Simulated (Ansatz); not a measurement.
GaSb (Imm2): band-edge transport data

Input:

```yaml
crystal:
  lattice:
    - [-0.05054, 3.01100, 3.09599]
    - [3.01100, -0.05054, 3.09599]
    - [2.96046, 2.96046, 0.00000]
  atoms:
    - { symbol: Ga, position: [0.99746, 0.99746, 0.00254] }
    - { symbol: Sb, position: [0.25254, 0.25254, 0.24746] }
```

Calculation: r2SCAN with spin-orbit coupling, rigid bands (plane waves, PAW; Ansatz, an electronic-structure program). Condition of this run: uniaxial stress along [110] of 2.7 GPa (compression positive) (the target of the relaxation). Geometry: cell and atoms relaxed with PBEsol, then loaded as said.

The band gap comes out as 0.21 eV. The electron conductivity mass (300 K, dilute) is 0.138 mₑ. The effective density of states N_c (300 K) is 6.5e18 cm⁻³. The density-of-states mass, electrons comes out as 0.41 mₑ and the Seebeck coefficient, n-type 1e19 cm⁻³, 300 K is -185 μV/K.

Rigid bands; masses and Seebeck coefficients take one relaxation time τ for all states and one kind of carrier; polarons and phonon drag are left out. Geometry: cell and atoms relaxed with PBEsol.
